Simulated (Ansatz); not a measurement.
Start from AlN in the zinc blende structure (space group F-43m, No. 216; a = 4.4032 Å).

(Cell as relaxed with PBE.)

Levels (all Ansatz, a first-principles code, PAW): PBE (420 eV, no spin-orbit coupling); PBEsol (420 eV, no spin-orbit coupling).

Each level relaxes its own structure.

```csv
base,PBE,PBEsol
volume per atom,10.67 Å³,10.49 Å³
lattice parameter a,4.403 Å,4.378 Å
band gap,3.31 eV,3.19 eV
```

Perturbation: the cell is scaled by 0.9883 in all directions, atoms relaxed at fixed cell.

```json
[
 {"quantity": "valley order (the lowest conduction-band minima on the path, energy above the VBM, named in the base's zone)", "PBE": "X along ⟨100⟩ 3.33 eV; Γ 4.29 eV", "PBEsol": "(withheld)"},
 {"quantity": "smallest direct gap", "PBE": "4.29 eV", "PBEsol": "(withheld)"},
 {"quantity": "energy relative to the base (free energy F)", "PBE": "+8.2 meV/atom", "PBEsol": "(withheld)"}
]
```

Given the PBE results, estimate those of PBEsol.


- valley order (the lowest conduction-band minima on the path, energy above the VBM, named in the base's zone), PBEsol: X along ⟨100⟩ 3.21 eV; Γ 4.37 eV
- smallest direct gap, PBEsol: 4.37 eV
- energy relative to the base (free energy F), PBEsol: +8.4 meV/atom

Both order the valleys alike; PBE's smallest direct gap lies 0.085 eV below PBEsol's. Neither level is exact; PBEsol is the comparison here, not a measurement.

The cells carry an imposed strain or load. Whether these cells are dynamically stable was not tested. This is not the structure that AlN has at room temperature and ambient pressure.
